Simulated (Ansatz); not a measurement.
**A computed series for SnO2: response to strain**

The reference is SnO2 in the rutile structure (space group P4_2/mnm, No. 136; a = 4.769 Å, c = 3.212 Å).

Strains are applied to the cell and any free atomic positions relax.

Level of theory: DFT with PBEsol, PAW potentials and a 420 eV plane-wave cutoff in Ansatz (a program for electronic structure), scalar-relativistic without spin-orbit coupling.

| isotropic strain (%) | band gap (eV) |
|---|---|
| -3 | 1.97 |
| -2.4 | 1.75 |
| -1.8 | ? |
| -1.2 | 1.32 |
| -0.6 | 1.12 |
| 0 | 0.92 |

Task: Fit E_g = E₀ + Dε (ε in %) to the rows shown and predict the withheld row.

Result: Least squares on the printed values gives E₀ = 0.91 eV, D = -351 meV per % of strain (largest residual 0.01 eV); this predicts 1.54 eV, and the run gives 1.53 eV, in agreement.

Stability against distortions was not tested.
